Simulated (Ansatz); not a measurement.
The reference is ZnCu$_{2}$SnSe$_{4}$ (space group I-42m, No. 121; a = 5.661 Å, c = 11.308 Å). Axes: x, y, z lie along a, b, c of the conventional cell.

All numbers come from PBEsol (Ansatz, a program for electronic structure; PAW; 420 eV plane waves; no spin-orbit coupling).

Before the change:

* **Pressure**: 0.0 GPa
* **Band gap**: zero
* **Shortest interatomic distance**: 2.381 Å

The change: uniaxial strain ε_xx = −2.77 %, all other strain components held at zero, atoms relaxed at fixed cell.

### Question
What happens to the energy relative to the base, pressure, band gap and shortest interatomic distance?

### Answer
The energy goes up by 4.9 meV/atom; the pressure (mean of the normal stresses, compression positive) goes from zero to 2.0 GPa; the band gap remains zero; the shortest interatomic distance drops by 0.0226 Å to 2.359 Å.

The mesh was chosen for an insulator and is coarse for the gapless case. Stability against distortions was not tested. All final runs are without spin polarisation. A zero or small gap of ZnCu2SnSe4 can be the functional's error rather than a property of the material.
